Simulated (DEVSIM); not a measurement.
Structure: abrupt In0.53Ga0.47As n-p junction, at 350 K.

Layer 1 from the left is In0.53Ga0.47As, thickness (μm) 1.60, Nd (cm⁻³) 2.4e16, τn (s) 2.2e-9, τp (s) 2.2e-9. Layer 2 from the left is In0.53Ga0.47As, thickness (μm) 1.20, Na (cm⁻³) 2.4e17, τn (s) 2.2e-9, τp (s) 2.2e-9.

Left contact: ohmic. Right contact: ohmic. Voltage is applied to the left contact. Recombination: SRH at mid-gap, radiative. Mobility is constant in doping.

Constants are typed, rounded textbook-type inputs, not results; the design itself was drawn at random and stands for no fabricated device. Values at 300 K; Nc and Nv go as T^1.5, mobilities as T to minus their exponent, the gap by Varshni's rule with the affinity fixed.

In0.53Ga0.47As: gap (eV) 0.74, affinity (eV) 4.51, permittivity 13.9, Nc (cm⁻³) 2.1e17, Nv (cm⁻³) 7.7e18, μn (cm²/Vs) 12000, μp (cm²/Vs) 300, T exponent of μn 1.6, T exponent of μp 1.6, B (cm³/s) 9.6e-11, Varshni α (eV/K) 0.00035, Varshni β (K) 190.

Task: Estimate by hand the built-in potential, the peak field at zero bias, the capacitance at 0.6 V, and compare with a numerical solution.

Result: 
- Built-in potential: ni = √(Nc Nv) exp(−Eg/2kT) = 9.68e12 cm⁻³ with Eg = 0.725 eV; Vbi = kT/q ln(Na Nd/ni²) = 0.541 V; numerical 0.541 V.
- Peak field at zero bias: depletion approximation: W = √(2εVbi/(qN)) = 0.195 μm with N = 2.18e16 cm⁻³; field = 2Vbi/W = 55400 V/cm; numerical 53800 V/cm (estimate above by 3.0 %).
- Capacitance at 0.6 V: C = √(qεN / 2(Vbi + |V|)) = 43.4 nF/cm²; numerical 44.6 nF/cm² (estimate below by 2.7 %).

Simulated with DEVSIM: 1D drift-diffusion, Boltzmann statistics, complete ionisation; no tunnelling, impact ionisation, image-force lowering or self-heating.
